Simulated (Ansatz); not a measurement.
Formation energy of the localised charge states of B interstitial in beta Si3N4 (start: void with 6N6Si nearest; 84-site cell, 2×2×2 shifted sampling) against the Fermi level, Si-rich (Δμ(B) = -0.65 eV, bounded by bulk hexagonal BN (AA'); only phases computed here count, gases as isolated molecules at 0 K). Level of theory: PBE, PAW (plane waves to 420 eV; Ansatz, a first-principles code).

Charges from +3 to 0 were run; one beyond them could lie lower near a band edge.

Cell and caveats: 84-site cell; 2×2×2 shifted k-points; host gap 4.25 eV; charged states image-corrected; corrections pass 1 eV, so highly charged states may be off by several tenths; flagged in the runs: a host whose relaxation on this sampling wasn't shown to rest.

Left out: charge +3 (level within 0.1 eV of a band edge or past it).

| E_F − E_VBM (eV) | q = +2 | q = +1 | q = 0 |
|---|---|---|---|
| 0.00 | 4.42 | 4.85 | 7.07 |
| 0.53 | 5.48 | 5.38 | 7.07 |
| 1.06 | 6.55 | 5.91 | 7.07 |
| 1.60 | 7.61 | 6.45 | 7.07 |
| 2.13 | 8.67 | 6.98 | 7.07 |
| 2.66 | 9.74 | 7.51 | 7.07 |
| 3.19 | 10.80 | 8.04 | 7.07 |
| 3.72 | 11.87 | 8.57 | 7.07 |
| 4.25 | 12.93 | 9.10 | 7.07 |

Crossings of the lowest lines: (+2/+1) at 0.43 eV; (+1/0) at 2.22 eV.
